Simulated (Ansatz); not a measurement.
The starting structures come from a database of crystals and need not be the phases stable at ambient conditions.

**Evanescent states of Cd(InTe₂)₂ (I-4, not sure to be the ambient phase, 7 atoms a cell, 36.4 Å³ an atom) along the normal of (101)**

The numbers are results of r2SCAN (plane waves, PAW; Ansatz, an electronic-structure program), not measurements.

The gap is the functional's own. No spin-orbit coupling. Mid-gap values are interpolated on the energy grid.

Energies count from the valence-band top; κ is the least over a 6×4 mesh across the current.

| E (eV) | κ (1/Å) | where |
|---|---|---|
| 0.04 | 0.037 | Γ |
| 0.12 | 0.060 | Γ |
| 0.20 | 0.074 | Γ |
| 0.28 | 0.084 | Γ |
| 0.36 | 0.091 | Γ |
| 0.44 | 0.096 | Γ |
| 0.52 | 0.099 | Γ |
| 0.60 | 0.102 | Γ |
| 0.68 | 0.102 | Γ |
| 0.76 | 0.102 | Γ |
| 0.84 | 0.100 | Γ |
| 0.92 | 0.096 | Γ |
| 1.00 | 0.090 | Γ |
| 1.08 | 0.083 | Γ |
| 1.16 | 0.072 | Γ |
| 1.24 | 0.057 | Γ |
| 1.32 | 0.029 | Γ |

**Question.** How thick must the barrier be to attenuate the transmission by 10^4 when the electrodes' Fermi level lies at 0.12 eV, and what attenuation does that film give at 0.04 eV?

**Answer.** d = 4 ln 10 / (2 × 0.060) = 76.8 Å. At 0.04 eV it gives 4 × 0.037/0.060 = 2.5 decades.
